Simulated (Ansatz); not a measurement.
AlRu: response to strain

Take AlRu in the CsCl type structure (space group Pm-3m, No. 221; a = 2.9770 Å; relaxed with 0.1 eV smearing) as the base.

Strains are applied to the cell and any free atomic positions relax.

All numbers come from PBEsol (Ansatz, a first-principles code), scalar-relativistic without spin-orbit coupling.

```csv
isotropic strain (%),pressure (GPa)
-3,24.4
-0.5,3.4
0,0.0
0.5,-3.2
1,-6.1
1.5,-8.9
2,-11.4
2.5,?
3,-15.9
```

Task: Fit P = P₀ − Bδ + Cδ² with δ = (1 + ε)³ − 1 to the rows shown and predict the withheld row.

Result: Least squares on the printed values gives P₀ = 0.1 GPa, B = 226 GPa, C = 594 GPa (largest residual 0.2 GPa); this predicts -13.8 GPa, and the run gives -13.8 GPa, in agreement.

Stability against distortions was not tested. All final runs are without spin polarisation.
